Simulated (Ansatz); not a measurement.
Effect of B on a C site on C

Start from a 16-atom supercell of C in the diamond structure (space group Fd-3m, No. 227; a = 3.5716 Å) at its relaxed geometry.

Modification: a neutral B on a C site, atoms relaxed at fixed cell, starting from a slightly rattled geometry.

Computed with PBE/PAW in Ansatz (a first-principles code), no SOC, earlier PAW set. Settings: 6×6×6 k-points, 0.01 eV Fermi–Dirac smearing.

```tsv
quantity	base	changed	shift
pressure	0.0 GPa	8.3 GPa	+8.3 GPa
largest displacement of a host atom from its site in the perfect cell	–	0.03 Å	–
mean distance from the defect site to its nearest host atoms	2.92 bohr	2.98 bohr	+0.06 bohr
```

Final structure:

```yaml
crystal:
  lattice:
    - [0.00000, 3.57162, 3.57162]
    - [3.57162, 0.00000, 3.57162]
    - [3.57162, 3.57162, 0.00000]
  atoms:
    - { symbol: B, position: [0.25074, 0.24884, 0.24914] }
    - { symbol: C, position: [0.25174, 0.24984, 0.74835] }
    - { symbol: C, position: [0.25166, 0.74766, 0.25058] }
    - { symbol: C, position: [0.25174, 0.74764, 0.74835] }
    - { symbol: C, position: [0.74957, 0.24975, 0.25058] }
    - { symbol: C, position: [0.74954, 0.24983, 0.74835] }
    - { symbol: C, position: [0.74957, 0.74766, 0.25058] }
    - { symbol: C, position: [0.75059, 0.74869, 0.74959] }
    - { symbol: C, position: [0.37785, 0.37595, 0.37732] }
    - { symbol: C, position: [0.37779, 0.37590, 0.86798] }
    - { symbol: C, position: [0.37785, 0.86643, 0.37732] }
    - { symbol: C, position: [0.37587, 0.87354, 0.87461] }
    - { symbol: C, position: [0.86833, 0.37595, 0.37732] }
    - { symbol: C, position: [0.87544, 0.37397, 0.87460] }
    - { symbol: C, position: [0.87546, 0.87355, 0.37499] }
    - { symbol: C, position: [0.87544, 0.87354, 0.87461] }
```

Cost of the whole job for the changed cell (relaxation, final SCF and bands): around 11 core-minutes (rough).

Other magnetic orders, which the real material may have, were not ruled out. The cell is small, so the values are those of an ordered compound at a high defect concentration; dilute-limit values will differ. A case with no gap was solved on a k-mesh chosen for an insulator, which is coarse for it. Seeded moments were not kept for B on a C site. The defect cell is spin-polarised and ends with 0.0 μB.
